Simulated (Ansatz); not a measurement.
Antifluorite K2S

Level of theory: PBEsol (Ansatz, a first-principles code, PAW).

Settings: plane-wave cutoff 520 eV, 8×8×8 k mesh, Fermi–Dirac smearing 0.01 eV, scalar-relativistic PAW data made under PBE.

Cell (relaxed at this level):

```
K2S
1.0
    0.00000     3.66832     3.66832
    3.66832     0.00000     3.66832
    3.66832     3.66832     0.00000
K S
2 1
Direct
  0.25000   0.25000   0.25000
  0.75000   0.75000   0.75000
  0.00000   0.00000   0.00000
```

bulk modulus B0: 20.0 GPa
band gap: 2.35 eV (indirect)
smallest direct gap on the k points sampled: 2.57 eV
pressure derivative B′ of the bulk modulus: 4.4

Computed values are for the static lattice.

It cost around 29 core-seconds (rough) of CPU time.
